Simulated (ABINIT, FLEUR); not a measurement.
A FLEUR input for a self-consistent single point of Mo3Si (Pm-3n, 8 atoms in the cell) (DFT, PBE, all-electron FLAPW (FLEUR), scalar-relativistic valence):

Input of the input generator:

```
Mo3Si
&input film=f /
9.1465049898 0.0000000000 0.0000000000
0.0000000000 9.1465049898 0.0000000000
0.0000000000 0.0000000000 9.1465049898
1.0
1.0 1.0 1.0

8
14 0.5000000000 0.5000000000 0.5000000000
14 0.0000000000 0.0000000000 0.0000000000
42 0.2500000000 0.0000000000 0.5000000000
42 0.5000000000 0.2500000000 0.0000000000
42 0.5000000000 0.7500000000 0.0000000000
42 0.7500000000 0.0000000000 0.5000000000
42 0.0000000000 0.5000000000 0.7500000000
42 0.0000000000 0.5000000000 0.2500000000

&comp jspins=1 /
&kpt div1=5 div2=5 div3=5 /
&end /
```

```xml
<?xml version="1.0" encoding="UTF-8" standalone="no"?>
<fleurInput fleurInputVersion="0.39">
   <comment>
      Mo3Si                                                                                               
   </comment>
   <calculationSetup>
      <cutoffs Kmax="3.8" Gmax="15.2" GmaxXC="15.2" numbands="0"/>
      <scfLoop itmax="80" minDistance="0.00001" maxIterBroyd="15" imix="Anderson" alpha="0.05" precondParam="0.0" spinf="2.0"/>
      <coreElectrons ctail="T" frcor="F" kcrel="0" coretail_lmax="0"/>
      <xcFunctional name="pbe" relativisticCorrections="F"/>
      <magnetism jspins="1"/>
      <soc l_soc="F" theta="0.0" phi="0.0" spav="F"/>
      <expertModes spex="0" secvar="F"/>
      <geometryOptimization l_f="T" forcealpha="1.0" forcemix="BFGS" epsdisp="0.00001" epsforce="0.00001"/>
      <ldaU l_linMix="F" mixParam="0.05" spinf="1.0"/>
   </calculationSetup>
   <cell>
      <bzIntegration valenceElectrons="92.0" mode="gauss" fermiSmearingEnergy="0.00734986">
         <kPointListSelection listName="default-1"/>
         <!-- k-points included here -->
         <xi:include xmlns:xi="http://www.w3.org/2001/XInclude" href="kpts.xml"> </xi:include>
      </bzIntegration>
      <!-- symmetry operations included here -->
      <xi:include xmlns:xi="http://www.w3.org/2001/XInclude" href="sym.xml"> </xi:include>
      <bulkLattice scale="1.0">
         <bravaisMatrix>
            <row-1>    9.1465049898000004     0.0000000000000000     0.0000000000000000</row-1>
            <row-2>    0.0000000000000000     9.1465049898000004     0.0000000000000000</row-2>
            <row-3>    0.0000000000000000     0.0000000000000000     9.1465049898000004</row-3>
         </bravaisMatrix>
      </bulkLattice>
   </cell>
   <atomSpecies>
      <species name="Silicon (Si)" element="Si" atomicNumber="14">
         <mtSphere radius="2.63" gridPoints="925" logIncrement="0.013"/>
         <atomicCutoffs lmax="10" lnonsphr="8"/>
         <electronConfig flipSpins="F">
            <coreConfig>(1s1/2) (2s1/2) (2p1/2) (2p3/2)</coreConfig>
            <valenceConfig>(3s1/2) (3p1/2) (3p3/2)</valenceConfig>
            <stateOccupation state="(3p1/2)" spinUp="0.3333333333333" spinDown="0.3333333333333"/>
            <stateOccupation state="(3p3/2)" spinUp="0.6666666666667" spinDown="0.6666666666667"/>
         </electronConfig>
         <energyParameters s="3" p="3" d="3" f="4"/>
      </species>
      <species name="Molybdenum (Mo)" element="Mo" atomicNumber="42">
         <mtSphere radius="2.13" gridPoints="751" logIncrement="0.017"/>
         <atomicCutoffs lmax="8" lnonsphr="6"/>
         <electronConfig flipSpins="F">
            <coreConfig>(1s1/2) (2s1/2) (2p1/2) (2p3/2) (3s1/2) (3p1/2) (3p3/2) (3d3/2) (3d5/2)</coreConfig>
            <valenceConfig>(4s1/2) (4p1/2) (4p3/2) (5s1/2) (4d3/2) (4d5/2)</valenceConfig>
            <stateOccupation state="(5s1/2)" spinUp="0.5" spinDown="0.5"/>
            <stateOccupation state="(4d3/2)" spinUp="1.0" spinDown="1.0"/>
            <stateOccupation state="(4d5/2)" spinUp="1.5" spinDown="1.5"/>
         </electronConfig>
         <energyParameters s="5" p="5" d="4" f="4"/>
         <lo type="SCLO" l="0" n="4" eDeriv="0"/>
         <lo type="SCLO" l="1" n="4" eDeriv="0"/>
      </species>
   </atomSpecies>
   <atomGroups>
      <atomGroup species="Silicon (Si)">
         <relPos label="                   1">1.000/2.000 1.000/2.000 1.000/2.000</relPos>
         <relPos label="                   2">.0000000000 .0000000000 .0000000000</relPos>
         <force calculate="T" relaxXYZ="TTT"/>
      </atomGroup>
      <atomGroup species="Molybdenum (Mo)">
         <relPos label="                   3">1.000/4.000 .0000000000 1.000/2.000</relPos>
         <relPos label="                   4">1.000/2.000 1.000/4.000 .0000000000</relPos>
         <relPos label="                   5">1.000/2.000 -1.000/4.000 .0000000000</relPos>
         <relPos label="                   6">-1.000/4.000 .0000000000 1.000/2.000</relPos>
         <relPos label="                   7">.0000000000 1.000/2.000 -1.000/4.000</relPos>
         <relPos label="                   8">.0000000000 1.000/2.000 1.000/4.000</relPos>
         <force calculate="T" relaxXYZ="TTT"/>
      </atomGroup>
   </atomGroups>
   <output dos="F" band="F" slice="F">
      <checks vchk="F" cdinf="F"/>
      <bandDOS minEnergy="-.5*Htr" maxEnergy="0.5*Htr" sigma="0.015" storeEVData="T"/>
      <vacuumDOS vacdos="F" integ="F" star="F" nstars="0" locx1="0.0" locy1="0.0" locx2="0.0" locy2="0.0" nstm="0" tworkf="0.0"/>
      <unfoldingBand unfoldBand="F" supercellX="1" supercellY="1" supercellZ="1"/>
      <plotting iplot="0" polar="F">
         <plot TwoD="T" vec1="  1.0  0.0  0.0" vec2="  0.0  1.0  0.0" vec3="  0.0  0.0  1.0" zero="  0.0  0.0  0.0" file="plot"/>
      </plotting>
      <chargeDensitySlicing numkpt="0" minEigenval="0.0" maxEigenval="0.0" nnne="0" pallst="F"/>
      <specialOutput eonly="F"/>
      <magneticCircularDichroism mcd="F" energyLo="-10.0" energyUp="0.0"/>
   </output>
  <!-- We include the file relax.xml here to enable relaxations (see documentation) -->
  <xi:include xmlns:xi="http://www.w3.org/2001/XInclude" href="relax.xml"> <xi:fallback/> </xi:include>
</fleurInput>
```

Problem. Translate this input to ABINIT.

Solution. This is the input that was run; spellings and numerical settings could be chosen otherwise.

```
# Mo3Si, PseudoDojo nc-sr-05 PBE standard
pp_dirpath "./"
pseudos "Si.upf, Mo.upf"
acell 4.8401220000 4.8401220000 4.8401220000 Angstrom
rprim
         1.0000000000    0.0000000000    0.0000000000
         0.0000000000    1.0000000000    0.0000000000
         0.0000000000    0.0000000000    1.0000000000
natom 8
ntypat 2
znucl 14 42
typat 1 1 2 2 2 2 2 2
xred
         0.5000000000    0.5000000000    0.5000000000
         0.0000000000    0.0000000000    0.0000000000
         0.2500000000    0.0000000000    0.5000000000
         0.5000000000    0.2500000000    0.0000000000
         0.5000000000    0.7500000000    0.0000000000
         0.7500000000    0.0000000000    0.5000000000
         0.0000000000    0.5000000000    0.7500000000
         0.0000000000    0.5000000000    0.2500000000
ecut 1088 eV
ixc 11
occopt 7
tsmear 0.00734986
nband 58
kptopt 1
ngkpt 5 5 5
nshiftk 1
shiftk 0 0 0
nstep 80
tolvrs 1.0e-11
prtwf 0
prtden 0
prtvol 1
```

Basis, cutoffs, solver keys and any potentials are the target program's own. This input uses DFT, PBE, plane waves, norm-conserving pseudopotentials (PseudoDojo nc-sr-05 PBE standard).

The starting cell has typed, rounded lattice constants, without a prior relaxation at this level. Its lattice was rescaled by a random factor within 2.5 % of one. For this run, on top of that: lattice scaled by 0.98.
